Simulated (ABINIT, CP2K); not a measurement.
An ABINIT input for a self-consistent single point of InP (F-43m, 2 atoms in the cell) (DFT, PBE, plane waves, norm-conserving pseudopotentials (PseudoDojo nc-sr-05 PBE standard)):

```
# InP, PseudoDojo nc-sr-05 PBE standard
pp_dirpath "./"
pseudos "In.upf, P.upf"
acell 3*1.0 Angstrom
rprim
         0.0000000000    2.8763000000    2.8763000000
         2.8763000000    0.0000000000    2.8763000000
         2.8763000000    2.8763000000    0.0000000000
natom 2
ntypat 2
znucl 49 15
typat 1 2
xred
         0.0000000000    0.0000000000    0.0000000000
         0.2500000000    0.2500000000    0.2500000000
ecut 35 Ha
occopt 3
tsmear 0.02 eV
nband 14
kptopt 1
ngkpt 7 7 7
nshiftk 1
shiftk 0 0 0
nstep 100
tolvrs 1.0e-12
prtwf 0
prtden 0
```

Task: Write the same calculation as an input for CP2K.

Result: One input that does it (others would too):

```
&GLOBAL
  PROJECT scf
  RUN_TYPE ENERGY_FORCE
  PRINT_LEVEL LOW
&END GLOBAL
&FORCE_EVAL
  METHOD Quickstep
  STRESS_TENSOR ANALYTICAL
  &DFT
    BASIS_SET_FILE_NAME BASIS_MOLOPT
    POTENTIAL_FILE_NAME GTH_POTENTIALS
    &QS
      METHOD GPW
      EPS_DEFAULT 1E-10
    &END QS
    &MGRID
      CUTOFF 500
      REL_CUTOFF 50
      NGRIDS 5
    &END MGRID
    &SCF
      SCF_GUESS ATOMIC
      EPS_SCF 1E-6
      MAX_SCF 100
      ADDED_MOS 4
      &DIAGONALIZATION
        ALGORITHM STANDARD
      &END DIAGONALIZATION
      &MIXING
        METHOD BROYDEN_MIXING
        ALPHA 0.2
        NBUFFER 8
        BETA 1
      &END MIXING
      &SMEAR ON
        METHOD FERMI_DIRAC
        ELECTRONIC_TEMPERATURE [K] 232.09
      &END SMEAR
    &END SCF
    &KPOINTS
      SCHEME MONKHORST-PACK 7 7 7
    &END KPOINTS
    &XC
      &XC_FUNCTIONAL PBE
      &END XC_FUNCTIONAL
    &END XC
    &PRINT
      &MO
        EIGENVALUES T
        OCCUPATION_NUMBERS T
        NDIGITS 8
        FILENAME mo
        &EACH
          QS_SCF 0
        &END EACH
        ADD_LAST NUMERIC
      &END MO
      &MULLIKEN OFF
      &END MULLIKEN
    &END PRINT
  &END DFT
  &SUBSYS
    &CELL
      A 4.06770200 0.00000000 0.00000000
      B 2.03385100 3.52273400 0.00000000
      C 2.03385100 1.17424500 3.32126500
      PERIODIC XYZ
    &END CELL
    &COORD
      SCALED
      In       0.00000000     0.00000000     0.00000000
      P        0.25000000     0.25000000     0.25000000
    &END COORD
    &KIND In
      BASIS_SET DZVP-MOLOPT-SR-GTH
      POTENTIAL GTH-PBE-q13
    &END KIND
    &KIND P
      BASIS_SET DZVP-MOLOPT-SR-GTH
      POTENTIAL GTH-PBE-q5
    &END KIND
  &END SUBSYS
  &PRINT
    &FORCES ON
    &END FORCES
    &STRESS_TENSOR ON
    &END STRESS_TENSOR
  &END PRINT
&END FORCE_EVAL
```

Basis settings and potentials, where a program has them, do not carry over. This input uses DFT PBE, GPW, DZVP-MOLOPT-SR-GTH basis, GTH-PBE potentials (GTH_POTENTIALS). Both were run: pressure 8.15 GPa in ABINIT and 8.76 in CP2K; gap on the mesh 1.017 eV in ABINIT and 0.985 in CP2K.

On CP2K: the starting cell has typed, rounded lattice constants, without a prior relaxation at this level. For this run, on top of that: lattice scaled by 0.98. Values carry the incompleteness of an atom-centred basis. With a pressure of about 9 GPa the cell is away from its equilibrium volume at this level.

On ABINIT: the starting cell has typed, rounded lattice constants, without a prior relaxation at this level. For this run, on top of that: lattice scaled by 0.98. With a pressure of about 8 GPa the cell is away from its equilibrium volume at this level.
